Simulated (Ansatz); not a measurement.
Results of PBE in Ansatz (plane waves, PAW) for SiGe (model structure, from the WC type, P-6m2, No. 187).

From the output:

```
Crystal: 2 atoms, lattice volume = 35.414 Å³
Basis set: ecut = 520 eV, 947 PW (Γ), exchange–correlation on 54×54×48 points (8 copies of the dense FFT grid, shifted against one another)
Bands: 13, of which v1, the nominal top of the filled ones, is band 9 counted from 1 (8 counted from 0)
Symmetry: 12 space group operations
Space group: P-6m2 (ITA 187), of the structure as read, at distance tolerance 3.3e-5 Å
k-points: 370 of 5832 (time reversal used)
Functional: x = pbe(κ = 0.804, μ = 0.2195149727645171), c = pbe(β = 0.06672455060314922)
SCF iter   1: F=—  HF=-4929.942142 eV  |F-HF|=—  |Δ(HF+E_count)|=         —  Δρ=2.00e-3  dr2=5.66e-4
SCF iter   2: F=—  HF=-4929.942446 eV  |F-HF|=—  |Δ(HF+E_count)|=   3.04e-4  Δρ=1.23e-3  dr2=2.62e-4
  ...
SCF iter   7: F=—  HF=-4929.942761 eV  |F-HF|=—  |Δ(HF+E_count)|=   1.39e-8  Δρ=1.70e-6  dr2=6.44e-10
SCF iter   8: F=-4929.942761 eV  HF=-4929.942761 eV  |F-HF|=5.46e-11  |Δ(HF+E_count)|=  5.77e-10  Δρ=5.97e-7  dr2=7.09e-11
SCF 1 converged in 8 iterations: F = -4929.942761 eV  dr2 = 7.09e-11
SCF converged after 8 iterations
Free energy (F): -4929.942761 eV
Internal energy: -4929.936028 eV  (E = F + TS)
E sigma→0 (E₀):  -4929.939395 eV
Fermi energy:    9.854681 eV
--- Forces (eV/Å), atoms counted from 1 ---
  atom   1  Ge    -0.00000000     0.00000000     0.00000000
  atom   2  Si     0.00000000    -0.00000000     0.00000000
--- Stress (GPa, compression-positive) ---
        3.159958       0.000000       0.000000
        0.000000       3.159958       0.000000
        0.000000       0.000000       3.120972
  P = ⅓ Tr σ = 3.1470 GPa (31.470 kbar)
```

Write an input file that produces this run.

Several could match; the one computed here: 
Ansatz 0.2 input:
```yaml
crystal:
  lattice:
    - [3.5646267693, 0.0, 0.0]
    - [-1.7823133846, 3.0870573372, 0.0]
    - [0.0, 0.0, 3.2182307777]
  atoms:
    - { symbol: Ge, position: [0.0, 0.0, 0.0] }
    - { symbol: Si, position: [0.6666666667, 0.3333333333, 0.5] }
basis:
  ecutwfc: 520
  ecutrho_ratio: 4
  xc_grid: 2
kpoints:
  mp_grid: { grid: [18, 18, 18] }
hamiltonian:
  xc: pbe
  dispersion: none
  pseudopotentials: { kind: paw }
scf:
  occupations: { method: fermi_dirac, width: 0.05 }
  convergence: { dr2_threshold: 0.0000000002 }
output:
  forces: true
  stress: true
  eigenvalues: true
```

Note: the cell keeps the symmetry of its start, so it can be a saddle point. Note: cell and atoms aren't relaxed at this level (pressure 3.1 GPa).

Cost on a shared machine: roughly 17 core-seconds.

A model structure was made by putting elements into a prototype or built by hand; it is no filed structure, need not be a known phase, and can be a saddle point held by its symmetry.

Ansatz is a quantum-chemistry and plane-wave program.
